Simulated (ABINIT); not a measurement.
Equation of state of fcc Pb (space group 225): energy against volume (ABINIT, LDA)

```
Pb
1.0
    0.00000     2.37874     2.37874
    2.37874     0.00000     2.37874
    2.37874     2.37874     0.00000
Pb
1
Direct
  0.00000   0.00000   0.00000
```

Method: LDA (PW92), norm-conserving pseudopotentials (PseudoDojo nc-sr-04 LDA standard) (plane waves; ABINIT). Settings: pseudos = [Pb.upf]; ecut = 980 eV; occopt = 3; tsmear = 0.00183747 Ha; ngkpt = 21 21 21; nshiftk = 1; shiftk = 0 0 0; potentials = PseudoDojo nc-sr-04 LDA standard; nband = 12; kptopt = 1; nstep = 50; toldfe = 1e-09 Ha. The cell above is the first row's. The rows scale it uniformly. In all rows the k mesh is held. E is the free energy at the stated smearing, counted from the lowest row.

```csv
V (Å^3/atom),E (meV/atom)
26.920,?
27.505,14.97
28.090,5.44
28.675,0.62
29.261,0.00
29.846,3.11
30.431,9.55
31.016,18.94
31.601,30.95
```

Fit E of the 8 rows that show it with the third-order Birch-Murnaghan form, a cubic in V^(-2/3). With u = V^(-2/3) - 0.1047, the rows have u = 0.0050469, 0.0035178, 0.0020409, 0.0006110, -0.0007696, -0.0021059, -0.0034000, -0.0046541. Least squares gives E = 0.931 - 2107.1·u + 950237·u² + 3658025·u³. Residuals (row less fit): -0.001, 0.003, 0.000, 0.001, -0.004, 0.002, 0.004, -0.002; standard error 0.003 (degrees of freedom: 4). Its minimum lies at u = 0.0011017, so V0 = (0.1058017)^(-3/2) = 29.06. There d²E/du² = 1925000 and d³E/du³ = 2.195e7, so B0 = (4/9) × 29.06^(-7/3) × 1925000 × 0.160218 = 52.8 GPa (the last factor turns the table's units into GPa), and B0' = 4 + (2/3) × 0.1058017 × (2.195e7)/1925000 = 4.8. The program's pressures in the fitted runs (not shown) pass through zero at V = 29.06, 0.00 % from this V0.

Task: Predict the withheld E at V = 26.920 from the fit, and compare with the calculation.

Result: u = 0.0066311, so E = 0.931 - 2107.1 × 0.0066311 + 950237 × 0.0066311² + 3658025 × 0.0066311³ = 29.809 meV/atom. The calculation gives 29.82 meV/atom, 0.011 meV/atom above the prediction (under 0.05 % of the range of E in the table). The row lies outside the fitted rows, so this is an extrapolation. From the scatter of the fitted rows alone, a prediction at this place has a standard error of 0.010 meV/atom, so the miss is 1.1 times that.

Carrying the step between the two nearest rows on in a straight line would have given 24.50, off by 5.32; series whose last step already gives the withheld value aren't shown. The scan was laid around a cell of about the measured size, scaled by a guess for this functional. Spin-orbit coupling is off. Cutoffs and mesh are single choices, not tested for convergence of this quantity. Series with a scatter that would blur these digits, or in which a gap closes, are not shown. Nor are scans whose minimum lies at an end fitted in this form.
